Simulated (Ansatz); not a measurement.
MgO (Fm-3m), PBEsol, rigid bands run with Ansatz (a first-principles code): Condition of this run: hydrostatic pressure 10 GPa (the target of the relaxation). band gap 5.18 eV, N_c = 5.54e18 cm⁻³ and N_v = 2.70e20 cm⁻³ at 300 K, conductivity masses of 0.372 mₑ (electrons) and 2.21 mₑ (holes). Take k_BT = 0.02585 eV.

Problem. A film of it is 3 nm thick. Estimate the confinement energies in an infinite well.

Solution. ħ²π²/(2m t²) = 0.376 eV·nm²/(m/mₑ × t²) gives 112 meV for electrons and 18.9 meV for holes, so the gap would widen to about 5.31 eV. Finite barriers and nonparabolic bands lower this, and with several valleys or bands the heaviest mass along the normal sets the lowest level, not this average.

Problem. Find the intrinsic carrier density and the intrinsic Fermi level.

Solution. n_i = √(N_c N_v) exp(−E_g/2k_BT) = 3.87e19 × exp(−100.19) = 1.2e-24 cm⁻³. The level lies (k_BT/2) ln(N_v/N_c) = 50 meV from mid-gap (positive towards the conduction band). Each 0.1 eV added to the gap lowers n_i by a factor of 6.9.

Problem. What thermal injection velocity √(2k_BT/πm) limits a ballistic channel?

Solution. 8.82e6 cm/s for electrons and 3.62e6 cm/s for holes, a ratio of √(m_h/m_e) = 2.44, for dilute carriers.

Rigid, parabolic bands with the computed gap; masses take one relaxation time for all states. Spin-orbit coupling is left out.
